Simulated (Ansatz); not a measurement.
What pressure 0.3 GPa does to SiC

Consider SiC in the wurtzite structure (space group P6_3mc, No. 186; a = 3.092 Å, c = 5.074 Å).

Perturbation: a hydrostatic pressure of 0.3 GPa.

Level of theory: Kohn–Sham DFT with the PBE functional, run in Ansatz (a first-principles code) with PAW and 420 eV plane waves, without spin-orbit coupling, earlier PAW set. Γ-centred 12×12×7 mesh, Fermi–Dirac width 0.05 eV.

The density remains 3.17 g/cm³ and the c/a ratio is still 1.641. The shortest interatomic distance hardly moves (1.893 Å against 1.892 Å) and the enthalpy H = E + PV relative to the base's energy comes out as +0.02 eV/atom. The band gap stays 2.31 eV and the gap character stays indirect, Γ → K. The smallest direct gap is still 3.95 eV and the width of the top valence band stays 3.85 eV. The electron mass becomes 0.26 mₑ along c, 0.44 mₑ across (at K) (base: 0.27 mₑ along c, 0.44 mₑ across (at K)) and the valence-band top at Γ (three highest levels, from the VBM) is still 0.00, 0.00, -0.11 eV.

Final structure:

```
SiC
1.0
    3.09050     0.00000     0.00000
   -1.54525     2.67645     0.00000
    0.00000     0.00000     5.07178
Si C
2 2
Direct
  0.66667   0.33333   0.00052
  0.33333   0.66667   0.50052
  0.66667   0.33333   0.62468
  0.33333   0.66667   0.12468
```

Load acts through the strain it causes; cell and atoms are relaxed under it. Masses are band curvatures over ±0.01 Å⁻¹ around the edge. Whether these cells are dynamically stable was not tested.
